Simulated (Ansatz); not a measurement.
Consider GaAs in the rock salt structure (space group Fm-3m, No. 225; a = 5.3297 Å; a hypothetical phase, not in the database extracts checked). Axes: x, y, z lie along the cube axes.

Level of theory: r2SCAN (Ansatz, a program for electronic structure; PAW; 500 eV plane waves; scalar-relativistic without spin-orbit coupling).

For the base:

| Quantity | Result |
|---|---|
| Shortest interatomic distance | 266.5 pm |
| Pressure | 0.0 GPa |
| Band gap | zero |

The change: biaxial strain +1.56 %, plane normal [111], relaxed out of plane (Cartesian); in-plane vectors clamped, the third vector and the atoms free.

**Question.** Estimate the effect on the shortest interatomic distance.

**Answer.** The shortest interatomic distance rises by 1.0 pm to 267.5 pm.

**Question.** Predict the new pressure.

**Answer.** The pressure (mean of the normal stresses, compression positive) goes from zero to -0.9 GPa.

**Question.** What does the calculation give for the energy relative to the base after the change?

**Answer.** The energy goes up by 2.1 meV/atom.

**Question.** Estimate the effect on the band gap.

**Answer.** The band gap is still zero.

Without a gap, meshes like the base's 15×15×15 leave anisotropic stresses uncertain by several tenths of a GPa, and small strain energies with them. Stability against distortions was not tested. All final runs are without spin polarisation.
